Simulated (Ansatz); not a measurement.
A computed series for CrCuO2: pressure series

The parent structure is CrCuO2 (space group R-3m, No. 166; a = 3.013 Å, c = 17.112 Å (hexagonal axes); ferromagnetic).

Cell and atoms are relaxed at each pressure.

Levels (all Ansatz, a quantum-chemistry and plane-wave program, PAW): PBE (420 eV, spin-orbit coupling left out); PBEsol (420 eV, no spin-orbit coupling).

The base cell above is that of PBE; each level relaxes its own structures.

```json
[
 {"case": "pressure −2 GPa", "lattice parameter a, PBE": "303.1 pm", "lattice parameter a, PBEsol": "298.1 pm"},
 {"case": "pressure −1 GPa", "lattice parameter a, PBE": "302.2 pm", "lattice parameter a, PBEsol": "…"},
 {"case": "pressure 0.9 GPa", "lattice parameter a, PBE": "300.5 pm", "lattice parameter a, PBEsol": "295.6 pm"},
 {"case": "pressure 2.1 GPa", "lattice parameter a, PBE": "299.4 pm", "lattice parameter a, PBEsol": "…"},
 {"case": "pressure 4.5 GPa", "lattice parameter a, PBE": "297.4 pm", "lattice parameter a, PBEsol": "292.8 pm"},
 {"case": "pressure 9 GPa", "lattice parameter a, PBE": "294.0 pm", "lattice parameter a, PBEsol": "…"},
 {"case": "pressure 15 GPa", "lattice parameter a, PBE": "289.8 pm", "lattice parameter a, PBEsol": "285.8 pm"},
 {"case": "pressure 22.5 GPa", "lattice parameter a, PBE": "285.2 pm", "lattice parameter a, PBEsol": "…"},
 {"case": "pressure 30 GPa", "lattice parameter a, PBE": "281.1 pm", "lattice parameter a, PBEsol": "277.4 pm"}
]
```

Question: What belongs in the blanks?

Answer: 
- pressure −1 GPa, lattice parameter a, PBEsol: 297.2 pm
- pressure 2.1 GPa, lattice parameter a, PBEsol: 294.7 pm
- pressure 9 GPa, lattice parameter a, PBEsol: 289.6 pm
- pressure 22.5 GPa, lattice parameter a, PBEsol: 281.4 pm

PBE lies above PBEsol in every row, by 3.8 pm to 5.1 pm. They put the cases in the same order.

Load acts through the strain it causes; cell and atoms are relaxed under it. Whether these cells are dynamically stable was not tested. No other phases were tried under pressure. No Hubbard U is applied and the magnetic state is the run's own (CrCuO2 ferromagnetic); other magnetic orders, which need larger cells, were not tried and can change the gap.
